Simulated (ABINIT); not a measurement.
A working ABINIT input for Na2AlCuF6 (Fm-3m, 10 atoms in the cell) (DFT, LDA (PW92), plane waves, PAW (JTH v2.0 LDA PAW)):

```
# Na2AlCuF6, JTH v2.0 LDA PAW
pp_dirpath "./"
pseudos "Na.LDA_PW-JTH.xml, Al.LDA_PW-JTH.xml, Cu.LDA_PW-JTH.xml, F.LDA_PW-JTH.xml"
acell 5.7294599738 5.7294599738 5.7294599738 Angstrom
rprim
        -0.0000000000    0.7071067812    0.7071067812
         0.7071067812    0.0000000000    0.7071067812
         0.7071067812    0.7071067812    0.0000000000
natom 10
ntypat 4
znucl 11 13 29 9
typat 1 1 2 3 4 4 4 4 4 4
xred
         0.7500000000    0.7500000000    0.7500000000
         0.2500000000    0.2500000000    0.2500000000
         0.0000000000    0.0000000000    0.0000000000
         0.5000000000    0.5000000000    0.5000000000
         0.7730000000    0.2270000000    0.2270000000
         0.2270000000    0.7730000000    0.7730000000
         0.2270000000    0.7730000000    0.2270000000
         0.7730000000    0.2270000000    0.7730000000
         0.2270000000    0.2270000000    0.7730000000
         0.7730000000    0.7730000000    0.2270000000
ecut 816 eV
pawecutdg 1633 eV
pawxcdev 0
occopt 7
tsmear 0.00183747
nband 52
kptopt 1
ngkpt 3 3 3
nshiftk 1
shiftk 0 0 0
nstep 60
tolvrs 1.0e-12
prtwf 0
prtden 0
enunit 1
```

The run converged in 20 iterations: free energy E − TS -12054.50 eV; top of the valence band (on the code's own zero) 2.74 eV; gap on the k-point mesh 0.13 eV; pressure -9.48 GPa; largest force (vector length) 0.343 eV/Å. Each of these slips is then made, one at a time:

(1)
```diff
-pseudos "Na.LDA_PW-JTH.xml, Al.LDA_PW-JTH.xml, Cu.LDA_PW-JTH.xml, F.LDA_PW-JTH.xml"
+pseudos "F.LDA_PW-JTH.xml, Cu.LDA_PW-JTH.xml, Al.LDA_PW-JTH.xml, Na.LDA_PW-JTH.xml"
```

(2)
```diff
-ecut 816 eV
-pawecutdg 1633 eV
+ecut 204 eV
+pawecutdg 408 eV
```

(3)
```diff
-nshiftk 1
+nshift 1
```

Problem. How does each altered input end?

Solution. 
(1) Potential files assigned to the wrong elements. The program stopped before any SCF iteration.
```
For pseudopotential 1  znucl from user input file=   1.1000E+01
while znucl from pseudopotential file=  9.0000E+00
Action: check znucl in input file, or check psp file. They must agree.
For pseudopotential 2  znucl from user input file=   1.3000E+01
while znucl from pseudopotential file=  2.9000E+01
Action: check znucl in input file, or check psp f [...]
```

(2) A basis or grid far too coarse for these potentials. The run converged in 16 iterations without an error; against the sound input the free energy goes up by 23.8 eV/atom, the pressure goes from -9.48 to -785.0 GPa, the largest force goes from 0.343 to 1.820 eV/Å and the gap on the mesh goes from 0.129 to 0.269 eV.

(3) A keyword that the program does not know. The program stopped before any SCF iteration.
```
Found token: `NSHIFT` in the input file.
This name is not one of the registered input variable names (see https://docs.abinit.org/).
Action: check your input file. Perhaps you mistyped the input variable,
or specified "img", although this was not permitted for this input variable.
```

The starting cell comes from a database of computed structures (which also holds hypothetical and non-ambient phases and stackings), without a prior relaxation at this level. Its lattice was rescaled by a random factor within 2.5 % of one. Spin polarisation is off, so a magnetic state, if there is one, cannot be reached. In the base run, with a pressure of about -9 GPa the cell is away from its equilibrium volume at this level.

Left out of this page: 4 runs of the series outside the window shown, repeating another row's setting, or not comparable.
